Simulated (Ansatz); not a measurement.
## ZnS under a change: pressure 30 GPa

Take ZnS in the zinc blende structure (space group F-43m, No. 216; a = 5.357 Å) as the base.

Modification: a hydrostatic pressure of 30 GPa.

Method: PBEsol in Ansatz (plane waves to 420 eV, PAW, spin-orbit coupling left out). Γ-centred 11×11×11 mesh, Fermi–Dirac width 0.05 eV.

```tsv
quantity	base	changed	shift
density	4.21 g/cm³	5.29 g/cm³	+1.08 g/cm³
lattice parameter a	5.357 Å	4.963 Å	-0.3933 Å
enthalpy H = E + PV relative to the base's energy	–	+3.16 eV/atom	–
band gap	2.09 eV	2.54 eV	+0.455 eV
gap character	direct at Γ	indirect, Γ → X	–
smallest direct gap	2.09 eV	3.12 eV	+1.03 eV
width of the top valence band	2.86 eV	3.87 eV	+1.01 eV
electron mass	0.17 mₑ (at Γ)	1.2 mₑ along k, 0.30 mₑ across (at X)	–
hole mass (degenerate bands, along [100])	0.18, 0.68, 0.68 mₑ (at Γ)	0.23, 0.49, 0.49 mₑ (at Γ)	–
valley order (the lowest conduction-band minima on the path, energy above the VBM, named in the base's zone)	Γ 2.09 eV; X along ⟨100⟩ 3.17 eV; L along ⟨111⟩ 3.24 eV	X along ⟨100⟩ 2.54 eV; Γ 3.12 eV; L along ⟨111⟩ 3.58 eV	–
```

Cost of the whole job for the changed cell (relaxation, final SCF and bands): around 14 core-seconds (rough).

Load acts through the strain it causes; cell and atoms are relaxed under it. Effective masses come from finite differences of ±0.01 Å⁻¹. Along k means along the line from Γ to the band edge. Whether these cells are dynamically stable was not tested. Measured, ZnS leaves this structure (for rock salt) near 14.7 GPa (temperature not stated; as listed in Datta, Sujoy, Jana, Debnarayan, arXiv (2020)), on rising pressure, with hysteresis.

Ansatz is a program for electronic structure.
